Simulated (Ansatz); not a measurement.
A-type hexagonal Ce2O3 was calculated with PBEsol-D3(BJ) in Ansatz (PAW).

Numerical settings: plane-wave cutoff 520 eV, 12×12×6 k mesh (along the axes of the cell as run), Fermi–Dirac smearing 0.01 eV, spin-polarised start, scalar-relativistic PAW data made under PBE.

Cell (relaxed at this level):

```xyz
5
Lattice="3.7681 0.0000 0.0000 -1.8841 3.2633 0.0000 0.0000 0.0000 5.8615" Properties=species:S:1:pos:R:3 pbc="T T T"
Ce     0.0000     2.1755     1.4197
Ce     1.8841     1.0878     4.4418
O      0.0000     0.0000     0.0000
O      0.0000     2.1755     3.7641
O      1.8841     1.0878     2.0975
```

Task: Predict the bulk modulus B0 and pressure derivative B′ of the bulk modulus.

Result: 
bulk modulus B0: 137 GPa
pressure derivative B′ of the bulk modulus: 4.2

Note: the magnetic order was assumed, not searched for or taken from measurement; the gap of the solid is closed in this run; the relaxation could not lower the start's symmetry, so the cell can be a saddle point above a distorted one; the 4f shell is treated without U or exact exchange, so its levels and filling can be wrong; this level leaves the solid without a gap, although one is measured; the bulk modulus comes from volumes at which shape and atoms were relaxed.

Spin–orbit coupling is not included; it can open a gap where bands touch, and shift volumes and moduli.

Computing time: roughly 17 core-minutes.

Ansatz is a first-principles code.
